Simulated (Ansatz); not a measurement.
## YGe3 (Cmcm, No. 63, 8 atoms in the cell; start mp-29772)

The numbers are results of LDA in Ansatz (plane waves, PAW), not measurements.

Run with plane-wave cutoff 520 eV, 14×14×14 k mesh, Fermi–Dirac smearing 0.05 eV, scalar-relativistic PAW data made under PBE.

Cell (relaxed at this level):

```xyz
8
Lattice="1.9717 -10.2708 0.0000 1.9717 10.2708 0.0000 0.0000 0.0000 3.8480" Properties=species:S:1:pos:R:3 pbc="T T T"
Y      1.9717     1.6934     0.9620
Y      1.9717    -1.6934     2.8860
Ge     1.9717    -6.3810     0.9620
Ge     1.9717     6.3810     2.8860
Ge     1.9717    -9.4675     2.8860
Ge     1.9717     9.4675     0.9620
Ge     1.9717     3.9225     2.8860
Ge     1.9717    -3.9225     0.9620
```

- band gap: none
- bulk modulus: 88.3 GPa

Note: the relaxation could not lower the start's symmetry, so the cell can be a saddle point above a distorted one; the bulk modulus is −V dP/dV from two relaxed cells at ±2 % in volume.

Spin–orbit coupling is not included.

Computed values are for the static lattice.

Computing time: around 25 core-minutes (rough).

A start named mp-… is a Materials Project structure, which need not be a measured phase.

Ansatz is a first-principles code.
